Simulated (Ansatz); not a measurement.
**Evanescent states of SiC (P6_3mc, wurtzite, 4 atoms a cell, 10.3 Å³ an atom) along the normal of (001)**

These are r2SCAN (plane waves, PAW; Ansatz, a quantum-chemistry and plane-wave program) values and carry that method's errors.

The gap is the functional's own, uncorrected, and κ follows it; spin-orbit coupling is left out. Mid-gap means the computed energy nearest the middle.

Energies count from the valence-band top; κ is the least over a 12×12 mesh across the current.

```json
[
 {"E (eV)": "0.07", "κ (1/Å)": "0.095", "where": "Γ"},
 {"E (eV)": "0.21", "κ (1/Å)": "0.125", "where": "Γ"},
 {"E (eV)": "0.35", "κ (1/Å)": "0.148", "where": "Γ"},
 {"E (eV)": "0.49", "κ (1/Å)": "0.168", "where": "Γ"},
 {"E (eV)": "0.63", "κ (1/Å)": "0.184", "where": "Γ"},
 {"E (eV)": "0.77", "κ (1/Å)": "0.199", "where": "Γ"},
 {"E (eV)": "0.91", "κ (1/Å)": "0.212", "where": "Γ"},
 {"E (eV)": "1.05", "κ (1/Å)": "0.223", "where": "Γ"},
 {"E (eV)": "1.19", "κ (1/Å)": "0.234", "where": "Γ"},
 {"E (eV)": "1.33", "κ (1/Å)": "0.243", "where": "Γ"},
 {"E (eV)": "1.47", "κ (1/Å)": "0.252", "where": "Γ"},
 {"E (eV)": "1.61", "κ (1/Å)": "0.250", "where": "off Γ"},
 {"E (eV)": "1.75", "κ (1/Å)": "0.234", "where": "off Γ"},
 {"E (eV)": "1.89", "κ (1/Å)": "0.217", "where": "off Γ"},
 {"E (eV)": "2.03", "κ (1/Å)": "0.198", "where": "off Γ"},
 {"E (eV)": "2.17", "κ (1/Å)": "0.175", "where": "off Γ"},
 {"E (eV)": "2.31", "κ (1/Å)": "0.149", "where": "off Γ"},
 {"E (eV)": "2.45", "κ (1/Å)": "0.115", "where": "off Γ"},
 {"E (eV)": "2.59", "κ (1/Å)": "0.063", "where": "off Γ"}
]
```

**Question.** How thick must the barrier be to attenuate the transmission by 10^6 when the electrodes' Fermi level lies at 1.19 eV, and what attenuation does that film give at 2.17 eV?

**Answer.** d = 6 ln 10 / (2 × 0.234) = 29.5 Å. At 2.17 eV it gives 6 × 0.175/0.234 = 4.5 decades.
